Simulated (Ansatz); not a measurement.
An Ansatz (a first-principles code) run: hypothetical cubic perovskite RbHgI3 with a change (biaxial strain +0.48 %, plane normal [001], relaxed out of plane); Ansatz PBEsol, spin-orbit coupling left out.

Input:

Ansatz 0.2 input:
```yaml
crystal:
  lattice:
    - [5.9313075311, 0, 0]
    - [0, 5.9313075311, 0]
    - [0, 0, 5.8888061237]
  atoms:
    - { symbol: Rb, position: [0, 0, 0] }
    - { symbol: Hg, position: [0.5, 0.5, 0.5] }
    - { symbol: I, position: [0, 0.5, 0.5] }
    - { symbol: I, position: [0.5, 0.5, 0] }
    - { symbol: I, position: [0.5, 0, 0.5] }
basis: { ecutwfc: 420, ecutrho_ratio: 4, xc_grid: 2, fft_grid_basis: typed }
kpoints: { mp_grid: { grid: [8, 8, 8] } }
hamiltonian:
  xc: pbesol
  dispersion: none
  pseudopotentials: { kind: paw }
scf: { occupations: { method: fermi_dirac, width: 0.05 } }
relax: { f_tol: 0.005, max_steps: 50, cell: { stress_tol: 0.01, fix: [a, b, gamma] } }
output: { forces: true, stress: true }
checkpoint: { write: state.ck, write_every: 1000 }
```

Output (explanatory and most iteration lines left out):

```
Relaxation: its limit of steps is 50 (relax.max_steps)
Pseudopotential: Rb, paw, valence charge 9
Pseudopotential: Hg, paw, valence charge 20
Pseudopotential: I, paw, valence charge 17
Crystal: 5 atoms, lattice volume = 207.171 Å³
Basis set: ecut = 420 eV, 4011 PW (Γ), exchange–correlation on 80×80×80 points (8 copies of the dense FFT grid, shifted against one another)
Bands: 48, of which v1, the nominal top of the filled ones, is band 40 counted from 1 (39 counted from 0)
Symmetry: 16 space group operations
Space group: P4/mmm (ITA 123), of the structure as read, at distance tolerance 5.9e-5 Å
k-points: 75 of 512
Functional: x = pbesol(κ = 0.804, μ = 0.12345679012345678), c = pbesol(β = 0.046)
SCF iter   1: F=—  HF=-39185.413966 eV  |F-HF|=—  |Δ(HF+E_count)|=         —  Δρ=2.06e-3  dr2=8.04e-3  ethr=1.77e-3  ⟨swp⟩=9.2  Hψ=16264  notcnv=0  defer=47
SCF iter   2: F=—  HF=-39185.414684 eV  |F-HF|=—  |Δ(HF+E_count)|=   7.18e-4  Δρ=1.04e-3  dr2=2.34e-3  ethr=1.01e-5  ⟨swp⟩=3.0  Hψ=8500  notcnv=0  defer=142
SCF 1 converged in 7 iterations: F = -39185.415030 eV  dr2 = 2.85e-8
relax step   1: F+E_penalty+E_count = -39185.41502968 eV  Δ(F+E_penalty+E_count) = +0.000e0 eV  max|allowed force component| = 1.119e-28 eV/Å  Δτ_max = 0.0000 Å  P = -0.157 GPa  Ω = 207.171 Å³  fix = [a, b, gamma]  reactions: a -0.210, b -0.210 GPa  (7 SCF iters, dr2 threshold 1.00e-7 eV, accepted)
[... steps on the carried basis left out ...]
relax step   3: F+E_penalty+E_count = -39185.41510226 eV  Δ(F+E_penalty+E_count) = -3.261e-5 eV  max|allowed force component| = 5.333e-29 eV/Å  Δτ_max = 0.0000 Å  P = -0.127 GPa  Ω = 206.899 Å³  energy of the carried Pulay correction = +3.008e-5 eV  fix = [a, b, gamma]  reactions: a -0.191, b -0.191 GPa  (5 SCF iters, dr2 threshold 2.20e-9 eV, accepted)
Crystal: 5 atoms, lattice volume = 206.899 Å³
SCF iter   1: F=—  HF=-39185.415086 eV  |F-HF|=—  |Δ(HF+E_count)|=         —  Δρ=2.05e-6  dr2=4.39e-9  ethr=6.31e-7  ⟨swp⟩=3.3  Hψ=25601  notcnv=0
SCF iter   2: F=—  HF=-39185.415070 eV  |F-HF|=—  |Δ(HF+E_count)|=   1.58e-5  Δρ=1.43e-6  dr2=1.85e-9  ethr=5.49e-12  ⟨swp⟩=4.3  Hψ=11221  notcnv=0
SCF 4 converged in 6 iterations: F = -39185.415070 eV  dr2 = 1.08e-12
SCF converged after 6 iterations
Free energy (F): -39185.415070 eV
Internal energy: -39185.408702 eV  (E = F + TS)
E sigma→0 (E₀):  -39185.411886 eV
Entropy (-TS):   -0.006368 eV (-1.274 meV/atom)
Fermi energy:    5.061498 eV
--- Forces (eV/Å), atoms counted from 1 ---
  atom   1  Rb    -0.00000000     0.00000000     0.00000000
  atom   2  Hg     0.00000000     0.00000000     0.00000000
  atom   3  I      0.00000000     0.00000000     0.00000000
  atom   4  I      0.00000000    -0.00000000     0.00000000
  atom   5  I      0.00000000    -0.00000000     0.00000000
--- Stress (GPa, compression-positive) ---
       -0.191169       0.000000       0.000000
        0.000000      -0.191169       0.000000
        0.000000       0.000000       0.000394
  P = ⅓ Tr σ = -0.1273 GPa (-1.273 kbar)
--- Relaxed structure (3 steps of the walk, 3 accepted, 1 SCFs on fresh bases) ---
  cell:  # Å, volume = 206.8986 Å³
    - [5.9313075311, 0.0, 0.0]
    - [0.0, 5.9313075311, 0.0]
    - [0.0, 0.0, 5.881074226432215]
  atoms:
    - { symbol: Rb, position: [2.21966854058399e-37, 2.774585679421465e-38, 0.0] }
    - { symbol: Hg, position: [0.5, 0.5, 0.5] }
    - { symbol: I, position: [-2.853859551074082e-37, 0.5, 0.5] }
    - { symbol: I, position: [0.5, 0.5, 0.0] }
    - { symbol: I, position: [0.5, -1.1891081571830313e-38, 0.5] }
```

Without a gap, meshes like the base's 8×8×8 leave anisotropic stresses uncertain by several tenths of a GPa, and small strain energies with them. No phonon test of stability was made. The final runs are not spin-polarised. The cell was made from RbHgI₃ in the cubic perovskite structure (space group Pm-3m, No. 221; a hypothetical phase, not in the database extracts checked) by this change: biaxial strain +0.48 %, plane normal [001], relaxed out of plane. Many cubic perovskites are stable only at high temperature; tilts and polar distortions were not tested.
